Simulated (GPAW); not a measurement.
## Worked example: self-consistent single point of HgTe (Cmcm, 4 atoms in the cell) in GPAW

Level of theory: PBEsol, GPAW PAW datasets PBEsol (made by gpaw-setup) (plane waves; GPAW).

Input as run:

```python
from ase import Atoms
from ase.units import GPa
from gpaw import GPAW

atoms = Atoms(['Hg', 'Hg', 'Te', 'Te'],
              cell=[[3.055363, -3.539736, 0.000000],
                    [3.055363, 3.539736, 0.000000],
                    [0.000000, 0.000000, 5.919921]],
              scaled_positions=[[0.343050, 0.656950, 0.750000],
                                [0.656950, 0.343050, 0.250000],
                                [0.784810, 0.215190, 0.750000],
                                [0.215190, 0.784810, 0.250000]],
              pbc=True)

calc = GPAW(mode={'name': 'pw', 'ecut': 550},
            xc='PBEsol',
            kpts={'size': (5, 5, 4), 'gamma': True},
            occupations={'name': 'fermi-dirac', 'width': 0.1},
            nbands=-8,
            convergence={'forces': 0.001},
            symmetry={'symmorphic': False, 'tolerance': 0.0005},
            maxiter=120,
            txt='-')

atoms.calc = calc

energy = atoms.get_potential_energy()
print('Energy (eV):', round(energy, 6))
forces = atoms.get_forces()
print('Forces (eV/Ang):')
print(forces.round(5))
stress = atoms.get_stress()
print('Stress (GPa, Voigt):', (stress / GPa).round(4))
```

Output, abridged:

```
Input parameters:
  convergence: {forces: 0.001}
  kpts: {gamma: True,
         size: (5, 5, 4)}
  maxiter: 120
  mode: {ecut: 550,
         name: pw}
  nbands: -8
  occupations: {name: fermi-dirac,
                width: 0.1}
  symmetry: {symmorphic: False,
             tolerance: 0.0005}
  xc: PBEsol

species:
  Hg:
    name: Mercury
    Z: 80.0
    valence: 18
    core: 62
    charge: 0.0
    file: Hg.PBEsol.gz

    # Using partial waves for Hg as LCAO basis

  Te:
    name: Tellurium
    Z: 52.0
    valence: 6
    core: 46
    charge: 0.0
    file: Te.PBEsol.gz

    # Using partial waves for Te as LCAO basis

Reference energy: -1435444.394273  # eV

Spin-paired calculation

Convergence criteria:
 Maximum [total energy] change in last 3 cyles: 0.0005 eV / valence electron
 Maximum integral of absolute [dens]ity change: 0.0001 electrons / valence electron
 Maximum integral of absolute [eigenst]ate change: 4e-08 eV^2 / valence electron
 Maximum change in the atomic [forces] across last 2 cycles: 0.001 eV/Ang OR
Maximum error relative to the maximum force is below inf
 Maximum number of scf [iter]ations: 120

Symmetries present (total): 8
Symmetries with fractional translations: 4
100 k-points: 5 x 5 x 4 Monkhorst-Pack grid + [0.000000,0.000000,1/8]
27 k-points in the irreducible part of the Brillouin zone
       k-points in crystal coordinates                weights
   0:     0.00000000    0.00000000    0.00000000          1/100
   1:     0.00000000    0.00000000    0.25000000          2/100
   2:     0.00000000    0.00000000    0.50000000          1/100
   [... 7 lines left out ...]
          ...
  26:     0.40000000    0.40000000    0.50000000          2/100

Wave functions: Plane wave expansion
  Cutoff energy: 550.000 eV
  Number of coefficients (min, max): 3731, 3774
  Pulay-stress correction: 0.000000 eV/Ang^3 (de/decut=0.000000)

Occupation numbers: Fermi-Dirac:
  width: 0.1000  # eV

Eigensolver

Densities:
  Coarse grid: 27*27*36 grid
  Fine grid: 54*54*72 grid
  Total Charge: 0.000000

Density mixing:
  Method: separate
  Backend: pulay
  Linear mixing parameter: 0.05
  old densities: 5
  Damping of long wavelength oscillations: 50

Hamiltonian:
  XC and Coulomb potentials evaluated on a 54*54*72 grid
  External potential:
    NoExternalPotential

XC parameters: PBEsol with 2 nearest neighbor stencil

Number of atoms: 4
Number of atomic orbitals: 32
Number of bands in calculation: 32
Number of valence electrons: 48
Bands to converge: occupied

Density initialized from atomic densities
  32 bands from LCAO basis set

Atomic positions and initial magnetic moments

Positions:
   0 Hg     3.055363    1.111123    4.439941    ( 0.0000,  0.0000,  0.0000)
   1 Hg     3.055363   -1.111123    1.479980    ( 0.0000,  0.0000,  0.0000)
   2 Te     3.055363   -2.016304    4.439941    ( 0.0000,  0.0000,  0.0000)
   3 Te     3.055363    2.016304    1.479980    ( 0.0000,  0.0000,  0.0000)

Unit cell:
           periodic     x           y           z      points  spacing
  1. axis:    yes    3.055363   -3.539736    0.000000    27     0.1713
  2. axis:    yes    3.055363    3.539736    0.000000    27     0.1713
  3. axis:    yes    0.000000    0.000000    5.919921    36     0.1644

  Lengths:   4.676000   4.676000   5.919921
  Angles:   90.000000  90.000000  98.401023

Effective grid spacing dv^(1/3) = 0.1696

     iter     time        total  log10-change:
                         energy   eigst   dens  force
iter:   1 --:--:--    -9.911232
iter:   2 --:--:--    -9.850175   -1.12  -1.40
iter:   3 --:--:--    -9.738756   -1.37  -1.44
iter:   4 --:--:--    -9.740647   -2.43  -1.79
iter:   5 --:--:--    -9.695393   -2.13  -1.85
iter:   6 --:--:--    -9.696005   -3.49  -2.51
iter:   7 --:--:--    -9.695389c  -4.31  -2.66
iter:   8 --:--:--    -9.694203c  -3.90  -2.63
iter:   9 --:--:--    -9.694786c  -3.83  -2.82
iter:  10 --:--:--    -9.695266c  -4.61  -3.12
iter:  11 --:--:--    -9.695319c  -4.64  -2.97
iter:  12 --:--:--    -9.695586c  -4.18  -3.39
iter:  13 --:--:--    -9.695587c  -5.66  -3.37
iter:  14 --:--:--    -9.695255c  -4.43  -3.46
iter:  15 --:--:--    -9.695552c  -4.65  -3.18
iter:  16 --:--:--    -9.695558c  -5.73  -4.04c
iter:  17 --:--:--    -9.695564c  -6.07  -4.09c
iter:  18 --:--:--    -9.695573c  -6.69  -4.16c
iter:  19 --:--:--    -9.695576c  -7.17  -4.30c
iter:  20 --:--:--    -9.695576c  -7.37  -4.37c
iter:  21 --:--:--    -9.695576c  -7.96c -4.46c
iter:  22 --:--:--    -9.695575c  -8.61c -4.56c -3.16c

Converged after 22 iterations.

Dipole moment: (0.000000, 0.000000, -0.000000) |e|*Ang

Energy contributions relative to reference atoms: (reference = -1435444.394273)

Kinetic:        +31.415217
Potential:      -25.489127
External:        +0.000000
XC:             -11.490503
Entropy (-ST):   -0.068430
Local:           -4.096947
SIC:             +0.000000
--------------------------
Free energy:     -9.729790
Extrapolated:    -9.695575

Showing only first 2 kpts
 Kpt  Band  Eigenvalues  Occupancy
  0    22      3.68308    1.99975
  0    23      4.11161    1.98189
  0    24      4.21461    1.95008
  0    25      4.48196    1.45884

  1    22      3.45347    1.99997
  1    23      3.66107    1.99980
  1    24      4.17628    1.96570
  1    25      5.90003    0.00000

Fermi level: 4.58113

No gap
No difference between direct/indirect transitions
Energy (eV): -9.695575

Forces in eV/Ang:
  0 Hg    0.00000   -0.05156    0.00000
  1 Hg    0.00000    0.05156    0.00000
  2 Te    0.00000    0.31678    0.00000
  3 Te    0.00000   -0.31678   -0.00000

Stress tensor:
     0.035333     0.000000     0.000000
     0.000000     0.026177     0.000000
     0.000000     0.000000     0.035220
Stress (GPa, Voigt): [5.661  4.194  5.6429 0.     0.     0.    ]
```

The run converged in 22 iterations. GPAW prints stress with tension positive.

The starting cell comes from a database of computed structures (which also holds hypothetical and non-ambient phases and stackings), without a prior relaxation at this level. Its lattice was rescaled by a random factor within 2.5 % of one. Spin-orbit coupling is off. With a pressure of about -5 GPa the cell is away from its equilibrium volume at this level. The run gives no clean gap (levels at the Fermi energy touch, overlap or are partly filled at this smearing), which alone does not show that the compound is a metal.

Cost on one core of a shared machine: roughly 2 min.
